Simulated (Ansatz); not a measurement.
Results of r²SCAN (plane waves, PAW; Ansatz, a first-principles code) for pyrite ZnS2 (high-pressure phase).

Run with plane-wave cutoff 560 eV, 6×6×6 k mesh, Fermi–Dirac smearing 0.01 eV, scalar-relativistic PAW data made under PBE.

Cell (relaxed with PBEsol):

```
ZnS2
1.0
    5.88878     0.00000     0.00000
    0.00000     5.88878     0.00000
    0.00000     0.00000     5.88878
Zn S
4 8
Direct
  0.50000   0.50000   0.00000
  0.00000   0.50000   0.50000
  0.00000   0.00000   0.00000
  0.50000   0.00000   0.50000
  0.10176   0.89824   0.39824
  0.89824   0.10176   0.60176
  0.39824   0.10176   0.89824
  0.60176   0.89824   0.10176
  0.60176   0.60176   0.60176
  0.39824   0.39824   0.39824
  0.89824   0.39824   0.10176
  0.10176   0.60176   0.89824
```

Question: Predict the band gap and smallest direct gap on the k points sampled.

Answer: 
- band gap = 1.79 eV (indirect)
- smallest direct gap on the k points sampled = 1.84 eV

Note: cell and atoms aren't relaxed at this level (largest force component 0.10 eV/Å, pressure 2.4 GPa).

It cost roughly 90 core-seconds of CPU time.
